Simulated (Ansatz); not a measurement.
**Rh under a change: pressure −2 GPa**

Consider Rh in the fcc (Cu type) structure (space group Fm-3m, No. 225; a = 3.830 Å).

Perturbation: hydrostatic tension (pressure −2 GPa).

Level of theory: Ansatz (a first-principles code) PBE, spin-orbit coupling left out. Γ-centred 21×21×21 mesh, Fermi–Dirac width 0.05 eV.

The volume per atom rises by 0.11 Å³ to 14.16 Å³ and the density falls by 0.10 g/cm³, from 12.17 g/cm³ to 12.07 g/cm³. The lattice parameter a goes up by 0.010 Å to 3.840 Å and the shortest interatomic distance rises by 0.007 Å (2.708 Å → 2.715 Å). The enthalpy H = E + PV relative to the base's energy is -0.18 eV/atom and the band gap is still zero.

Final structure:

```xyz
1
Lattice="0.0000 1.9201 1.9201 1.9201 0.0000 1.9201 1.9201 1.9201 0.0000" Properties=species:S:1:pos:R:3 pbc="T T T"
Rh     0.0000     0.0000     0.0000
```

Cost of the whole job for the changed cell (relaxation, final SCF and bands): about 26 core-seconds (a rough figure).

Load acts through the strain it causes; cell and atoms are relaxed under it. No phonon test of stability was made. The final runs are not spin-polarised.
